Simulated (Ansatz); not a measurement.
Defect: interstitial Al in wurtzite AlN, charge state +1. Computed with PBE, PAW (plane waves to 420 eV; Ansatz, a first-principles code).

Settings: 72 host sites, the relaxed PBE lattice, the Γ point alone, smearing 0.01 eV, spin-restricted, no image-charge correction. Static, classical nuclei. The charge state is imposed; whether it is stable for some Fermi level was not computed. Sites that were not tried may lie lower.

Barriers: single points on a 2×2×2 k-point mesh shifted by half a step along c at the bands' geometries (they differ from the bands' own by up to 0.66 eV, and are uncertain by about as much).

Relaxed starting cell (atoms counted from 1):

```xyz
73
Lattice="9.3908 0.0000 0.0000 -4.6954 8.1326 0.0000 0.0000 0.0000 10.0363" Properties=species:S:1:pos:R:3 pbc="T T T"
Al     1.5472     0.8698     2.4738
Al     1.5870     0.9283     7.5145
Al     0.0169     3.6242     2.4719
Al     0.0035     3.6165     7.5253
Al    -1.6034     6.3269     2.4738
Al    -1.5328     6.3319     7.5145
Al     4.7039     0.9086     2.4797
Al     4.7131     0.9138     7.4902
Al     3.1818     3.6093     2.3006
Al     3.1088     3.5705     7.5478
Al     1.5865     6.3727     2.3008
Al     1.5162     6.3287     7.5477
Al     7.8381     0.9064     2.4482
Al     7.8359     1.0132     7.5596
Al     6.2693     3.6239     2.4481
Al     6.3606     3.5686     7.5596
Al     3.4399     5.6006     3.8309
Al     4.7166     6.3376     7.4241
Al     0.0259     1.8218     4.9820
Al     0.0186     1.8308    10.0328
Al    -1.5396     4.5332     4.9821
Al    -1.5354     4.5224    10.0327
Al    -3.1179     7.2362     5.0766
Al    -3.0975     7.2478     9.9366
Al     3.1440     1.8068     4.9712
Al     3.1368     1.7896    10.0192
Al     1.5051     4.4834     5.0820
Al     1.5583     4.5142     9.9859
Al     0.0064     7.2411     4.9712
Al    -0.0120     7.2435    10.0192
Al     6.2784     1.8176     4.9643
Al     6.2774     1.8170    10.0549
Al     4.8680     4.3859     5.3143
Al     4.7388     4.4405     9.8034
Al     3.1019     7.4446     5.3143
Al     3.0847     7.3052     9.8034
N      1.5744     0.8921     4.3985
N      1.5720     0.9258     9.4201
N      0.0191     3.6255     4.3939
N      0.0096     3.6200     9.4237
N     -1.5705     6.3392     4.3985
N     -1.5425     6.3203     9.4202
N      4.7107     0.9125     4.3949
N      4.7136     0.9141     9.4189
N      3.2040     3.7359     4.4202
N      3.0964     3.5797     9.4227
N      1.7071     6.3286     4.4201
N      1.5180     6.3134     9.4227
N      7.8509     0.9202     4.4024
N      7.8442     1.0041     9.4114
N      6.2876     3.6281     4.4024
N      6.3568     3.5804     9.4114
N      4.6222     6.2832     5.1072
N      4.6969     6.3261     9.4435
N      0.0149     1.8212     1.9124
N      0.0243     1.8243     6.8935
N     -1.5456     4.5241     1.9123
N     -1.5382     4.5306     6.8935
N     -3.1580     7.2131     1.8337
N     -3.0699     7.2638     6.9888
N      3.1220     1.7799     1.9088
N      3.1451     1.8146     6.8791
N      1.5685     4.5200     1.8610
N      1.5779     4.5255     6.9451
N     -0.0278     7.2357     1.9088
N      0.0138     7.2381     6.8791
N      6.2674     1.8113     1.9310
N      6.2724     1.8141     6.8736
N      4.7727     4.3736     1.6337
N      4.7384     4.4287     7.1532
N      3.0436     7.3682     1.6339
N      3.0743     7.3108     7.1531
Al    -0.1001    -1.8649     1.8557
```
Cell charge +1.

End state 1 differs by these moves (Å; atoms that move under 0.08 Å are left out):

| atom | element | Δx | Δy | Δz |
|---|---|---|---|---|
| 1 | Al | 0.19 | 0.18 | 0.34 |
| 2 | Al | 0.02 | 0.07 | -0.21 |
| 5 | Al | 0.05 | 0.00 | 0.10 |
| 9 | Al | -0.03 | 0.01 | 0.17 |
| 11 | Al | -0.02 | -0.05 | 0.17 |
| 13 | Al | -0.07 | 0.04 | 0.14 |
| 14 | Al | -0.02 | -0.09 | -0.07 |
| 16 | Al | -0.08 | 0.03 | -0.03 |
| 17 | Al | 1.23 | 0.52 | -1.02 |
| 18 | Al | -0.07 | -0.08 | -0.12 |
| 19 | Al | -0.05 | 0.04 | 0.07 |
| 20 | Al | 0.03 | -0.01 | -0.19 |
| 23 | Al | 0.01 | -0.01 | -0.15 |
| 24 | Al | -0.13 | 0.05 | -0.54 |
| 25 | Al | 0.09 | 0.06 | 0.09 |
| 27 | Al | 0.08 | 0.04 | -0.09 |
| 33 | Al | -0.16 | 0.03 | -0.25 |
| 34 | Al | -0.03 | 0.09 | 0.18 |
| 35 | Al | -0.02 | -0.21 | -0.27 |
| 36 | Al | 0.07 | -0.11 | 0.03 |
| 37 | N | 0.03 | 0.11 | 0.26 |
| 38 | N | 0.07 | 0.13 | -0.25 |
| 41 | N | 0.06 | -0.04 | 0.09 |
| 45 | N | -0.06 | -0.12 | -0.05 |
| 47 | N | -0.13 | 0.00 | -0.04 |
| 50 | N | -0.02 | -0.09 | -0.01 |
| 52 | N | -0.08 | 0.03 | 0.04 |
| 53 | N | 0.02 | -0.03 | -0.45 |
| 54 | N | -0.09 | -0.13 | -0.27 |
| 55 | N | 0.06 | -0.12 | 0.01 |
| 59 | N | -0.05 | 0.07 | 0.77 |
| 62 | N | 0.08 | 0.04 | 0.03 |
| 69 | N | -0.05 | 0.14 | 0.27 |
| 70 | N | -0.03 | 0.00 | -0.24 |
| 71 | N | 0.23 | -0.13 | 0.29 |
| 72 | N | 0.01 | -0.06 | -0.23 |
| 73 | Al | 0.41 | 1.70 | -0.52 |

Q: Predict the forward and backward barriers to end state 1 from PBE, PAW.

A: forward 1.85 eV, backward 1.85 eV; at the saddle point atom 73 has neighbours 2 N at 1.83, N at 1.98, N at 2.06 Å. The program found a first-order saddle point.
